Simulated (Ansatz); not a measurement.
The starting structures come from a database of crystals and need not be the phases stable at ambient conditions.

Inside the gap of an insulator the Bloch states are evanescent, with a wavenumber k + iκ along the transport direction.

Given:

```yaml
crystal:
  lattice:
    - [5.60498, 0.00000, 0.00000]
    - [0.00640, 7.95843, 0.00000]
    - [0.06020, -0.00455, 5.60466]
  atoms:
    - { symbol: Na, position: [0.24690, 0.50000, 0.24690] }
    - { symbol: Na, position: [0.75310, 0.50000, 0.75310] }
    - { symbol: La, position: [0.75380, 0.00000, 0.75380] }
    - { symbol: La, position: [0.24620, 0.00000, 0.24620] }
    - { symbol: Mg, position: [0.74810, 0.25620, 0.25190] }
    - { symbol: Mg, position: [0.25190, 0.74380, 0.74810] }
    - { symbol: W, position: [0.24840, 0.26190, 0.75160] }
    - { symbol: W, position: [0.75160, 0.73810, 0.24840] }
    - { symbol: O, position: [0.30230, 0.48970, 0.69770] }
    - { symbol: O, position: [0.69770, 0.51030, 0.30230] }
    - { symbol: O, position: [0.50930, 0.81200, 0.49070] }
    - { symbol: O, position: [0.49070, 0.18800, 0.50930] }
    - { symbol: O, position: [0.49360, 0.22890, 0.99080] }
    - { symbol: O, position: [0.50640, 0.77110, 0.00920] }
    - { symbol: O, position: [0.99080, 0.77110, 0.49360] }
    - { symbol: O, position: [0.00920, 0.22890, 0.50640] }
    - { symbol: O, position: [0.00880, 0.29350, 0.99120] }
    - { symbol: O, position: [0.99120, 0.70650, 0.00880] }
    - { symbol: O, position: [0.80680, 0.99420, 0.19320] }
    - { symbol: O, position: [0.19320, 0.00580, 0.80680] }
```

Space group of this cell: C2/m. The cell is taken as given; by r2SCAN its mean pressure is -7.5 GPa.

Transport runs along the normal of the first two printed cell vectors.

No gap correction and no spin-orbit coupling; mid-gap values are interpolated between computed energies.

**Question.** Give the band gap and the smallest decay constant κ at mid-gap that r2SCAN (Ansatz, a first-principles code) yields.

**Answer.** Gap 3.33 eV on a 6×4×6 mesh; κ = 0.367 1/Å, at the zone centre.
